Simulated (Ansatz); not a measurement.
# Ansatz run on TiCd (P4mm, 4 atoms in the cell): self-consistent single point

Level of theory: PBEsol, default PAW files made with PBE (plane waves; Ansatz, a first-principles code).

The input file:

Ansatz 0.2 input:
```yaml
crystal:
  lattice:
    - [2.902540, 0.000000, 0.000000]
    - [0.000000, 2.902540, 0.000000]
    - [0.000000, 0.000000, 9.059251]
  atoms:
    - { symbol: Ti, position: [0.000000, 0.500000, 0.396789] }
    - { symbol: Ti, position: [0.500000, 0.000000, 0.608730] }
    - { symbol: Cd, position: [0.000000, 0.500000, 0.866670] }
    - { symbol: Cd, position: [0.500000, 0.000000, 0.133330] }
basis:
  ecutwfc: 420.0
kpoints:
  mp_grid: { grid: [11, 11, 4] }
hamiltonian:
  xc: pbesol
  pseudopotentials: { kind: paw }
scf:
  occupations: { method: fermi_dirac, width: 0.1 }
output:
  forces: true
  eigenvalues: true
  stress: true
```

Output (repeated stretches shortened):

```
WARN ansatz: RAYON_NUM_THREADS=1 ignored (pool sized by the plan → 1); use --threads N
Pseudopotentials: kind: paw
Pseudopotential: Ti, paw, valence charge 12
Pseudopotential: Cd, paw, valence charge 20
Crystal: 4 atoms, lattice volume = 76.322 Å³
Basis set: ecut = 420 eV, 1467 PW (Γ), exchange–correlation on 40×40×128 points (8 copies of the dense FFT grid, shifted against one another)
Bands: 39, of which v1, the nominal top of the filled ones, is band 32 counted from 1 (31 counted from 0)
Symmetry: 8 space group operations
Space group: P4mm (ITA 99), of the structure as read, at distance tolerance 4.2e-5 Å
k-points: 63 of 484 (time reversal used)
PAW frozen core: Ti, regenerated for the run's functional, and the local potential with it
PAW frozen core: Cd, regenerated for the run's functional, and the local potential with it
Initial density: superposition of atomic densities (neutral atoms: chi_scale 0, normalization atom), corrected by the library's trained network
Initial wavefunctions: pseudopotential atomic-orbital guess
Eigensolver: davidson
Functional: x = pbesol(κ = 0.804, μ = 0.12345679012345678), c = pbesol(β = 0.046)
SCF iter   1: F=—  HF=-21316.271857 eV  |F-HF|=—  |Δ(HF+E_count)|=         —  Δρ=8.14e-3  dr2=5.51e-2  ethr=1.77e-3  ⟨swp⟩=4.7  Hψ=7611  notcnv=0
all-band conjugate gradients solve this SCF's bands
preconditioner: auto → Kerker (q_TF=auto, 2.649 Å⁻¹)
SCF iter   2: F=—  HF=-21316.261920 eV  |F-HF|=—  |Δ(HF+E_count)|=   9.94e-3  Δρ=3.48e-3  dr2=1.46e-2  ethr=8.60e-5  ⟨swp⟩=2.6  Hψ=4330  notcnv=0
SCF iter   3: F=—  HF=-21316.259622 eV  |F-HF|=—  |Δ(HF+E_count)|=   2.30e-3  Δρ=9.67e-4  dr2=1.60e-3  ethr=2.28e-5  ⟨swp⟩=2.3  Hψ=3412  notcnv=0
SCF iter   4: F=—  HF=-21316.259394 eV  |F-HF|=—  |Δ(HF+E_count)|=   2.28e-4  Δρ=2.13e-4  dr2=8.32e-5  ethr=2.50e-6  ⟨swp⟩=2.0  Hψ=2796  notcnv=0
SCF iter   5: F=—  HF=-21316.259337 eV  |F-HF|=—  |Δ(HF+E_count)|=   5.68e-5  Δρ=6.24e-5  dr2=3.26e-6  ethr=1.30e-7  ⟨swp⟩=2.0  Hψ=2688  notcnv=0
SCF iter   6: F=—  HF=-21316.259337 eV  |F-HF|=—  |Δ(HF+E_count)|=   2.80e-8  Δρ=1.48e-5  dr2=4.36e-7  ethr=5.09e-9  ⟨swp⟩=2.5  Hψ=3931  notcnv=0
SCF iter   7: F=-21316.259337 eV  HF=-21316.259337 eV  |F-HF|=1.68e-8  |Δ(HF+E_count)|=   4.27e-8  Δρ=3.08e-6  dr2=2.19e-8  ethr=1.56e-10  ⟨swp⟩=4.3  Hψ=7384  notcnv=0
SCF 1 converged in 7 iterations: F = -21316.259337 eV  dr2 = 2.19e-8
SCF converged after 7 iterations
Free energy (F): -21316.259337 eV
Harris-Foulkes:  -21316.259337 eV  (|F-HF|=1.68e-8)
Internal energy: -21316.171738 eV  (E = F + TS)
E sigma→0 (E₀):  -21316.215538 eV
Entropy (-TS):   -0.087599 eV (-21.900 meV/atom)
Fermi energy:    14.233194 eV
--- Per-component energies (eV) ---
  E_band       = -1091.895322
  E_kinetic    = 1552.528474
  E_local      = -7982.102179  (includes V_loc(G=0)·N_el)
  E_nonlocal   = 88.517444
  E_hartree    = 3674.661856
  E_xc         = -545.417774
  E_vxc        = -686.583291  (∫ρ·V_xc dr)
  E_paw        = -10068.542066  (= ΣΔE_a)
  E_vpaw       = -1413.572326  (= ΣTr[D̂ρ^β])
  E_aug_tail   = 0.000244  (compensation charges beyond the density's cutoff)
  E_ewald      = -8036.780426
  E_core_change = 0.962688  (= ΣΔE_core)
  E_smearing   = -0.087599  (= −TS)
  E_closure    = -0.000000  (closes the sum)
  Σ components = -21316.259337   (vs F -21316.259337, Δ=0.00e0)
--- Forces (eV/Å), atoms counted from 1 ---
  atom   1  Ti     0.00000000     0.00000000    -0.29604493
  atom   2  Ti    -0.00000000     0.00000000     0.18711426
  atom   3  Cd    -0.00000000     0.00000000    -0.06230980
  atom   4  Cd     0.00000000     0.00000000     0.17119429
  max |Σ_I F_I| component: 4.62e-5 eV/Å
--- Stress (GPa, compression-positive) ---
       -3.710609       0.000000       0.000000
        0.000000      -3.710609       0.000000
        0.000000       0.000000      -3.624236
  P = ⅓ Tr σ = -3.6818 GPa (-36.818 kbar)
  The stress holds the Pulay correction. Without it, at fixed plane waves, as pw.x and ABINIT print it: P = -3.7100 GPa
--- Band table (eV; the first three rows and the last of 63) ---
  k-point 0: bands = ["-88.5336", "-88.5202", "-49.5944", "-49.5944", "-49.5872", "-49.5811", "-49.5811", "-49.5646", "-42.4696", "-42.3493", "-18.9507", "-18.6700", "-18.6700", "-18.5656", "-18.4967", "-18.4967", "4.4022", "4.6291", "4.6934", [...]
  k-point 1: bands = ["-88.5336", "-88.5202", "-49.5944", "-49.5944", "-49.5873", "-49.5811", "-49.5811", "-49.5646", "-42.4696", "-42.3493", "-18.9507", "-18.6700", "-18.6700", "-18.5656", "-18.4967", "-18.4967", "4.4023", "4.6290", "4.6942", [...]
  k-point 2: bands = ["-88.5336", "-88.5202", "-49.5944", "-49.5944", "-49.5873", "-49.5811", "-49.5811", "-49.5646", "-42.4696", "-42.3493", "-18.9507", "-18.6700", "-18.6700", "-18.5656", "-18.4967", "-18.4967", "4.4024", "4.6289", "4.6950", [...]
  k-point 62: bands = ["-88.5275", "-88.5142", "-49.6398", "-49.6398", "-49.6256", "-49.6255", "-49.5752", "-49.5607", "-42.3342", "-42.3201", "-19.0361", "-19.0349", "-18.7751", "-18.7573", "-18.6810", "-18.6594", "4.6410", "4.6580", "4.8428", [...]
```

The run converged in 7 iterations.

The starting cell comes from a database of computed structures (which also holds hypothetical and non-ambient phases and stackings), without a prior relaxation at this level. Its lattice was rescaled by up to half a per cent. One atom was moved a little off its site on purpose. Spin polarisation is off. With a pressure of about -4 GPa the cell is away from its equilibrium volume at this level. Ansatz's pressure includes its estimate of the finite-basis (Pulay) stress.
